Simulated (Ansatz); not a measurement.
A self-consistent single point of BaSrBi3 (Pnna, 20 atoms in the cell) with Ansatz (a first-principles code).

Computed with LDA (PW92), default PAW files made with PBE (plane waves; Ansatz).

```
CELL_PARAMETERS angstrom
     15.74092     0.00000     0.00000
      0.00000     7.01214     0.00000
      0.00000     0.00000     6.84804
ATOMIC_POSITIONS crystal
  Ba 0.75000 0.50000 0.54873
  Ba 0.25000 0.50000 0.45127
  Ba 0.75000 0.00000 0.95127
  Ba 0.25000 0.00000 0.04873
  Sr 0.00071 0.75000 0.75000
  Sr 0.99929 0.25000 0.25000
  Sr 0.49929 0.25000 0.75000
  Sr 0.50071 0.75000 0.25000
  Bi 0.56396 0.75000 0.75000
  Bi 0.43604 0.25000 0.25000
  Bi 0.93604 0.25000 0.75000
  Bi 0.06396 0.75000 0.25000
  Bi 0.84774 0.55213 0.06599
  Bi 0.15226 0.44787 0.93401
  Bi 0.65226 0.44787 0.06599
  Bi 0.34774 0.55213 0.93401
  Bi 0.84774 0.94787 0.43401
  Bi 0.15226 0.05213 0.56599
  Bi 0.65226 0.05213 0.43401
  Bi 0.34774 0.94787 0.56599
```

Reference input (self-consistent single point, DFT, LDA (PW92), plane waves, default PAW files made with PBE): basis.ecutwfc = 420 eV; kpoints.mp_grid.grid = 2 3 3; hamiltonian.xc = lda; hamiltonian.pseudopotentials = {kind: paw} (the program's default PAW files); scf.occupations.method = fermi_dirac; scf.occupations.width = 0.1 eV. This run's input differs from it in these lines:

Ansatz 0.2 input:
```diff
@@ -28,3 +28,3 @@
 basis:
-  ecutwfc: 420.0
+  ecutwfc: 295.0
 kpoints:
```

Log, with long lists cut:

```
SCF iter   1: F=—  HF=-181940.134915 eV  |F-HF|=—  |Δ(HF+E_count)|=         —  Δρ=4.55e-3  dr2=7.73e-2  ethr=1.77e-3  ⟨swp⟩=9.4  Hψ=5792  notcnv=0  defer=6
all-band conjugate gradients solve this SCF's bands
preconditioner: auto → Kerker (q_TF=auto, 2.284 Å⁻¹)
SCF iter   2: F=—  HF=-181940.108431 eV  |F-HF|=—  |Δ(HF+E_count)|=   2.65e-2  Δρ=2.54e-3  dr2=3.12e-2  ethr=2.97e-5  ⟨swp⟩=2.0  Hψ=1813  notcnv=0  defer=6
   [... lines left out ...]
SCF iter   5: F=—  HF=-181940.100841 eV  |F-HF|=—  |Δ(HF+E_count)|=   2.24e-4  Δρ=1.26e-4  dr2=2.46e-4  ethr=3.94e-7  ⟨swp⟩=2.0  Hψ=1413  notcnv=0  defer=6
SCF iter   6: F=—  HF=-181940.100759 eV  |F-HF|=—  |Δ(HF+E_count)|=   8.17e-5  Δρ=4.15e-5  dr2=2.25e-5  ethr=9.45e-8  ⟨swp⟩=2.0  Hψ=1525  notcnv=0  defer=6
SCF iter   7: F=—  HF=-181940.100418 eV  |F-HF|=—  |Δ(HF+E_count)|=   3.41e-4  Δρ=4.42e-6  dr2=4.47e-7  ethr=8.65e-9  ⟨swp⟩=2.0  Hψ=2234  notcnv=0  defer=6
SCF iter   8: F=-181940.100418 eV  HF=-181940.100418 eV  |F-HF|=5.46e-8  |Δ(HF+E_count)|=   3.71e-8  Δρ=2.11e-6  dr2=7.60e-8  ethr=3.85e-11  ⟨swp⟩=13.0  Hψ=5837  notcnv=0
SCF 1 converged in 8 iterations: F = -181940.100418 eV  dr2 = 7.60e-8
Free energy (F): -181940.100418 eV
Internal energy: -181939.866026 eV  (E = F + TS)
E sigma→0 (E₀):  -181939.983222 eV
Entropy (-TS):   -0.234393 eV (-11.720 meV/atom)
Fermi energy:    8.571033 eV
--- Forces (eV/Å), atoms counted from 1 ---
  atom   1  Ba     0.00000000     0.00000000    -0.02625599
  atom   2  Ba     0.00000000     0.00000000     0.02625599
  atom   3  Ba     0.00000000     0.00000000     0.02625599
  atom   4  Ba     0.00000000     0.00000000    -0.02625599
  atom   5  Sr    -0.00271788    -0.00000000     0.00000000
  atom   6  Sr     0.00271788    -0.00000000     0.00000000
  atom   7  Sr     0.00271788    -0.00000000     0.00000000
  atom   8  Sr    -0.00271788    -0.00000000     0.00000000
   [... lines left out ...]
  atom  20  Bi    -0.02682217     0.02364039    -0.01156780
--- Stress (GPa, compression-positive) ---
       -2.778468       0.000000       0.000000
        0.000000      -2.746421       0.000000
        0.000000       0.000000      -2.843435
  P = ⅓ Tr σ = -2.7894 GPa (-27.894 kbar)
  The stress holds the Pulay correction. Without it, at fixed plane waves, as pw.x and ABINIT print it: P = -6.1639 GPa
```

The run converged in 8 iterations. Against the reference run the free energy rises by 76.5 meV/atom, the pressure moves little (-2.83 to -2.79 GPa) and the largest force goes from 0.042 to 0.054 eV/Å.

The starting cell comes from a database of computed structures (which also holds hypothetical and non-ambient phases and stackings), without a prior relaxation at this level. Ansatz's pressure includes its estimate of the finite-basis (Pulay) stress. Without the estimate this run gives -6.16 GPa. The cutoff lies below the one recommended for these files.

Cost on one core of a shared machine: roughly 40 s.
